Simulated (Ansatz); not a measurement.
Start from TlSe (space group I4/mcm, No. 140; a = 7.9444 Å, c = 6.9691 Å).

The values are results of Kohn–Sham DFT with the PBEsol functional, run in Ansatz (a program for electronic structure) with PAW and 420 eV plane waves, no SOC, not measurements.

One change was made to it. Results:

| quantity | base | after |
|---|---|---|
| c/a ratio | 0.877 | 0.915 |
| volume per atom | 27.49 Å³ | 23.03 Å³ |

Problem. Which of these changes matches the shifts?
(A) pressure −2 GPa
(B) pressure 7.5 GPa
(C) pressure 0.3 GPa
(D) pressure −1 GPa

Solution. B, pressure 7.5 GPa. For comparison, the volume per atom in the other runs: pressure −2 GPa gives 30.21 Å³; pressure −1 GPa gives 28.65 Å³; pressure 0.3 GPa gives 27.19 Å³.

Load acts through the strain it causes; cell and atoms are relaxed under it. Stability against distortions was not tested. Competing high-pressure phases were not computed. All final runs are without spin polarisation.
